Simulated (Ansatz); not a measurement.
Input and output of a self-consistent single point for CuGaSe2 (I-42d, 8 atoms in the cell) (Ansatz, a quantum-chemistry and plane-wave program).

Method of the run: PBE (plane waves, PAW; Ansatz).

The change in words: lattice scaled by 0.98. Reference geometry:
```xyz
8
Lattice="-2.8331 2.8331 5.5651 2.8331 -2.8331 5.5651 2.8331 2.8331 -5.5651" Properties=species:S:1:pos:R:3 pbc="T T T"
Ga     0.0000     0.0000     5.5651
Ga     2.8331     0.0000     2.7826
Cu     0.0000     0.0000     0.0000
Cu     0.0000     2.8331     2.7826
Se     1.4165     1.4165     6.9564
Se     1.4165    -1.4165     4.1738
Se     1.4165     1.4165     1.3913
Se    -1.4165     1.4165     4.1738
```

Reference input (self-consistent single point, DFT, PBE, plane waves, default PAW files): kpoints.mp_grid.grid = 3 3 3; hamiltonian.xc = pbe; hamiltonian.pseudopotentials = {kind: paw} (the program's default PAW files); scf.occupations.method = fermi_dirac; scf.occupations.width = 0.02 eV. This run's input differs from it in these lines:

```diff
@@ -2,5 +2,5 @@
   lattice:
-    - [-2.83305000, 2.83305000, 5.56510000]
-    - [2.83305000, -2.83305000, 5.56510000]
-    - [2.83305000, 2.83305000, -5.56510000]
+    - [-2.77638900, 2.77638900, 5.45379800]
+    - [2.77638900, -2.77638900, 5.45379800]
+    - [2.77638900, 2.77638900, -5.45379800]
   atoms:
```

Output, abridged:

```
SCF iter   1: F=—  HF=-42696.249050 eV  |F-HF|=—  |Δ(HF+E_count)|=         —  Δρ=5.62e-4  dr2=4.19e-4  ethr=1.77e-3  ⟨swp⟩=6.0  Hψ=1639  notcnv=0
all-band conjugate gradients solve this SCF's bands
preconditioner: auto → Resta (q_TF=auto, 2.607 Å⁻¹)
SCF iter   2: F=—  HF=-42696.249798 eV  |F-HF|=—  |Δ(HF+E_count)|=   7.48e-4  Δρ=3.53e-4  dr2=1.57e-4  ethr=3.27e-7  ⟨swp⟩=3.0  Hψ=1082  notcnv=0  defer=23
   [... lines left out ...]
SCF iter   4: F=—  HF=-42696.249850 eV  |F-HF|=—  |Δ(HF+E_count)|=   1.55e-5  Δρ=1.84e-4  dr2=3.75e-5  ethr=6.43e-8  ⟨swp⟩=2.0  Hψ=803  notcnv=0  defer=23
SCF iter   5: F=—  HF=-42696.249844 eV  |F-HF|=—  |Δ(HF+E_count)|=   5.65e-6  Δρ=3.66e-5  dr2=2.75e-6  ethr=2.93e-8  ⟨swp⟩=2.0  Hψ=609  notcnv=0  defer=23
SCF iter   6: F=—  HF=-42696.249847 eV  |F-HF|=—  |Δ(HF+E_count)|=   2.45e-6  Δρ=1.76e-5  dr2=7.20e-7  ethr=2.14e-9  ⟨swp⟩=2.0  Hψ=576  notcnv=0  defer=23
SCF iter   7: F=-42696.249848 eV  HF=-42696.249848 eV  |F-HF|=5.67e-8  |Δ(HF+E_count)|=   1.01e-6  Δρ=6.49e-6  dr2=8.41e-8  ethr=7.81e-11  ⟨swp⟩=8.5  Hψ=2336  notcnv=0
SCF 1 converged in 7 iterations: F = -42696.249848 eV  dr2 = 8.41e-8
Free energy (F): -42696.249848 eV
Internal energy: -42696.249846 eV  (E = F + TS)
E sigma→0 (E₀):  -42696.249847 eV
Entropy (-TS):   -0.000002 eV (-0.000 meV/atom)
Fermi energy:    9.539025 eV
--- Forces (eV/Å), atoms counted from 1 ---
  atom   1  Ga     0.00000000     0.00000000     0.00000000
  atom   2  Ga     0.00000000    -0.00000000     0.00000000
  atom   3  Cu     0.00000000     0.00000000    -0.00000000
  atom   4  Cu     0.00000000    -0.00000000    -0.00000000
  atom   5  Se     0.40572998    -0.00000000    -0.00000000
  atom   6  Se    -0.00000000    -0.40572998    -0.00000000
  atom   7  Se    -0.40572998    -0.00000000     0.00000000
  atom   8  Se    -0.00000000     0.40572998     0.00000000
--- Stress (GPa, compression-positive) ---
        5.511834      -0.000000       0.000000
        0.000000       5.511834       0.000000
        0.000000       0.000000       5.583388
  P = ⅓ Tr σ = 5.5357 GPa (55.357 kbar)
  The stress holds the Pulay correction. Without it, at fixed plane waves, as pw.x and ABINIT print it: P = 5.4932 GPa
```

The run converged in 7 iterations. Against the reference run the free energy rises by 25.6 meV/atom, the pressure goes from 0.98 to 5.54 GPa, the largest force goes from 0.288 to 0.406 eV/Å and the gap on the mesh goes from 0.108 to 0.381 eV.

The starting cell has typed, rounded lattice constants, without a prior relaxation at this level. Its lattice was rescaled by a random factor within 2.5 % of one. For this run, on top of that: lattice scaled by 0.98. With a pressure of about 6 GPa the cell is away from its equilibrium volume at this level. Ansatz's pressure includes its estimate of the finite-basis (Pulay) stress.

Keys are those of Ansatz 0.2.
